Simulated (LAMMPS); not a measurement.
LAMMPS 22 Jul 2025, classical MD, AIREBO (CH.airebo): C, 21952 atoms.

```text
units metal
atom_style atomic
read_data unit.data
replicate 14 14 14
pair_style airebo 3.0
pair_coeff * * CH.airebo C
velocity all create 1600 4928 dist gaussian loop geom
fix 1 all nve
fix 2 all langevin 800 800 0.02 9876 zero yes
timestep 0.0005
thermo 100
run 300
reset_timestep 0
write_restart start.rst
```

```text
read_restart start.rst
pair_style airebo 3.0
pair_coeff * * CH.airebo C
neighbor 2.0 bin
neigh_modify every 1 delay 0 check no
fix 1 all nve
timestep 0.0005
thermo_style custom step temp pe etotal press
thermo_modify format float %.10g
thermo 100
group probe id 1:48
dump probe probe custom 1000000 forces.txt id fx fy fz
dump_modify probe sort id format float %.8g
run 200
```

```bash
# ahead of the timed run: OMP_NUM_THREADS=1 mpirun -np 48 lmp -in in.warm -log none -nocite
OMP_NUM_THREADS=1 mpirun -np 32 lmp -in in.lmp -log log.lammps -nocite
```

Machine: one whole node, Arm Neoverse V2, 96 cores on 1 socket, no SMT, 1 L3 cache group.

On 32 ranks this takes 25 s. Wall times, medians of two to five repeats, each run alone on the node (launch to exit). Processes are pinned to neighbouring cores unless said otherwise. The build: PyPI wheel: MPICH, OPENMP and OPT packages; another build can shift the numbers. Scratch files lie in a memory file system. A preparatory run goes ahead and isn't timed.

Task: Speed this job up; the result has to stay within 1.0 meV/atom in energy, 10 meV/Å in forces on 48 atoms, 0.20 meV an atom in drift of the total energy. Keep to 32 cores.

Result: Several could match; the one computed here: going from neigh_modify = every 1 delay 0 check no to neigh_modify = every 10 delay 0 check yes, one of the fastest among the values tried that keep the result.

```diff
-neigh_modify every 1 delay 0 check no
+neigh_modify every 10 delay 0 check yes
```

Time: 25 s to 4.4 s (5.7× as fast). List entries an atom go from 1348 to 1348, Neigh from 20 to 0 s and Pair from 4.1 to 3.9 s. Neighbour list builds go from 200 to 0. These two results differ by: energy equal as printed, forces on 48 atoms equal as printed, drift of the total energy equal as printed. Others tried: neigh_modify = every 1 delay 10 check yes (4.4 s); neigh_modify = every 1 delay 0 check yes (4.4 s).
